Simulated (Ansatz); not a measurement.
**zincblende BeSe (F-43m) under biaxial stress in the (001) plane**

Cell and atoms are relaxed with PBEsol to each stress (compression positive); bands and masses by PBEsol with spin-orbit coupling, rigid bands (plane waves, PAW; Ansatz, a program for electronic structure). Strains are changes of length against the unloaded cell.

```xyz
2
Lattice="0.0000 2.5643 2.5643 2.5643 0.0000 2.5643 2.5643 2.5643 0.0000" Properties=species:S:1:pos:R:3 pbc="T T T"
Be     0.0000     0.0000     0.0000
Se     1.2822     1.2822     1.2822
```

```csv
stress (GPa),strain [001] (%),strain [100] (%),gap (eV),mₑ* [001],mₑ* [100],mₕ* [001],mₕ* [100]
-2.00,-1.24,1.50,2.186,0.83,0.28,0.46,0.58
-1.00,-0.59,0.73,2.256,0.75,0.28,0.55,0.60
0,0,0,2.322,0.35,0.35,0.56,0.56
1.00,0.57,-0.69,2.252,0.27,0.41,0.62,0.56
2.00,1.09,-1.34,2.181,0.27,0.41,0.60,0.51
```

[001] is the normal of the loaded plane; [010] strains as [100]. Masses are conductivity masses at 300 K in electron masses.

Task: From the two loads next to zero, find the biaxial modulus and the ratio of out-of-plane to in-plane strain.

Result: Between -1.00 and 1.00 GPa the strain along [100] changes by -1.42 % and that along [001] by 1.16 %. The modulus is 2.00/0.0142 = 141 GPa and the ratio of the strains 0.82 (PBEsol, atoms relaxed). For a cubic (001) plane the ratio is 2C₁₂/C₁₁ and the modulus C₁₁ + C₁₂ − 2C₁₂²/C₁₁, which gives C₁₁ ≈ 131 GPa and C₁₂ ≈ 54 GPa.

Task: How fast does the gap move on either side of zero load?

Result: Under tension, (2.256 − 2.322) eV over -1.00 GPa = 66 meV/GPa, or about -9.0 eV per unit strain; under compression, (2.252 − 2.322) eV over 1.00 GPa = -70 meV/GPa, or about 10 eV per unit strain. The two slopes part by 136 meV/GPa; gaps are resolved to about 0.01 eV, which allows 20 meV/GPa, so they differ, even in sign: the gap has a turning point near zero load.

Task: Take the carrier density and the relaxation time as fixed, so that ρ ∝ m*. What gauge factor (Δρ/ρ)/ε follows for current along [100] at the loads next to zero?

Result: electrons at -1.00 GPa: (0.28/0.35 − 1)/0.0073 ≈ -27; electrons at 1.00 GPa: (0.41/0.35 − 1)/-0.0069 ≈ -25. These are means over a finite load; the small-strain gauge factor differs, most where the load has already emptied the upper valleys or bands. Carriers and loads whose mass moves by under 12 % aren't resolved and aren't listed. The change of shape, which adds a term of order 1 to 2, and that of the scattering between valleys or bands are left out.

Masses are those of dilute carriers in rigid bands with one relaxation time, without polarons. Third decimals of gaps are kept for the arithmetic. Every relaxation keeps the zincblende phase (space group I-4m2 under this load), so a transition, a distortion that breaks the symmetry or fracture can't show.
